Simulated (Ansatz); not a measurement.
The starting structures come from a database of crystals and need not be the phases stable at ambient conditions.

Given:

```xyz
2
Lattice="4.0043 0.0000 0.0000 -2.0021 3.4678 0.0000 2.0021 -1.1559 3.2695" Properties=species:S:1:pos:R:3 pbc="T T T"
Be     0.0000     0.0000     0.0000
Te     4.0043     0.0000     2.4521
```

Space group of this cell: F-43m, zinc blende. The cell is taken as given.

The current runs along the normal of the first two printed vectors, the (111) plane. All runs by Ansatz (an electronic-structure program), plane waves and PAW, without spin-orbit coupling; the base is r2SCAN.

| run | mean pressure (GPa) | gap (eV) | mid-gap κ (1/Å) |
|---|---|---|---|
| base | -0.2 | 2.38 | 0.164 |
| all lengths scaled by 0.98 | 3.8 | 2.23 | 0.160 |
| all lengths scaled by 1.02 | -3.3 | (withheld) | (withheld) |
| lda in place of r2scan | -3.3 | (withheld) | (withheld) |
| lengths across the current scaled by 0.98, ions clamped | 2.4 | 2.24 | 0.157 |
| lengths across the current scaled by 1.02, ions clamped | -2.3 | 2.42 | 0.172 |
| lengths along the current scaled by 0.97, ions clamped | 1.8 | 2.21 | 0.173 |
| lengths along the current scaled by 1.03, ions clamped | -1.7 | (withheld) | 0.157 |
| pbesol in place of r2scan | -1.8 | 1.91 | 0.146 |

Fill in the missing entries.


- all lengths scaled by 1.02, gap (eV): 2.52
- all lengths scaled by 1.02, mid-gap κ (1/Å): 0.165
- lda in place of r2scan, gap (eV): 1.92
- lda in place of r2scan, mid-gap κ (1/Å): 0.147
- lengths along the current scaled by 1.03, ions clamped, gap (eV): 2.39
